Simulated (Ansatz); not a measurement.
Here is the system:

```xyz
5
Lattice="3.7977 0.0000 0.0000 0.0000 3.7977 0.0000 0.0000 0.0000 3.7977" Properties=species:S:1:pos:R:3 pbc="T T T"
Sr     0.0000     0.0000     0.0000
Ti     1.8989     1.8989     1.8989
O      1.8989     0.0000     1.8989
O      0.0000     1.8989     1.8989
O      1.8989     1.8989     0.0000
```

No spin polarisation.

All numbers come from PBEsol (Ansatz, a quantum-chemistry and plane-wave program; PAW; 420 eV plane waves; no spin-orbit coupling). Γ-centred 9×9×9 mesh, Fermi–Dirac width 0.05 eV.

Question: Predict the band gap, space group, pressure and gap character.

Answer: The band gap comes out as 1.98 eV. The space group comes out as Pm-3m (No. 221) and the pressure is 15.89 GPa. The gap character is indirect, R → Γ.

The cells carry an imposed strain or load. Whether these cells are dynamically stable was not tested. All final runs are without spin polarisation. The cell was made from SrTiO$_{3}$ in the cubic perovskite structure (space group Pm-3m, No. 221) by this change: isotropic strain −2.40 %. Many cubic perovskites are stable only at high temperature; tilts and polar distortions were not tested.
